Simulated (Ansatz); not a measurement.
The starting structures come from a database of crystals and need not be the phases stable at ambient conditions.

 Where the default PAW files enter, the runs use the earlier of Ansatz's two default sets.

Tunnelling through a barrier is set by its complex band structure: the current falls as exp(−2κd) with the smallest κ.

Here is the system:

```
CELL_PARAMETERS angstrom
      7.11255     0.00000     0.00000
     -2.37085     7.21214     0.00000
      2.37085     3.60607     6.24589
ATOMIC_POSITIONS crystal
  Si 0.78562 0.51536 0.27138
  Si 0.21438 0.48464 0.72862
  Si 0.05700 0.27138 0.21326
  Si 0.94300 0.72862 0.78674
  Si 0.27026 0.21326 0.51536
  Si 0.72974 0.78674 0.48464
  O  0.46306 0.68577 0.56691
  O  0.53694 0.31423 0.43309
  O  0.02997 0.56691 0.74732
  O  0.97003 0.43309 0.25268
  O  0.77729 0.74732 0.68577
  O  0.22271 0.25268 0.31423
  O  0.16579 0.32237 0.63810
  O  0.83421 0.67763 0.36190
  O  0.80389 0.63810 0.03953
  O  0.19611 0.36190 0.96047
  O  0.84342 0.03953 0.32237
  O  0.15658 0.96047 0.67763
```

Space group of this cell: R-3. The cell is taken as given.

Transport runs along the normal of the first two printed cell vectors, the (110) plane of the conventional cell.

The gap is the functional's own. No spin-orbit coupling. Mid-gap values are interpolated on the energy grid.

Question: State the band gap and the smallest decay constant κ at mid-gap according to Ansatz (a first-principles code) with r2SCAN.

Answer: Gap 6.45 eV on a 6×6×6 mesh; κ = 0.575 1/Å, at the zone centre.
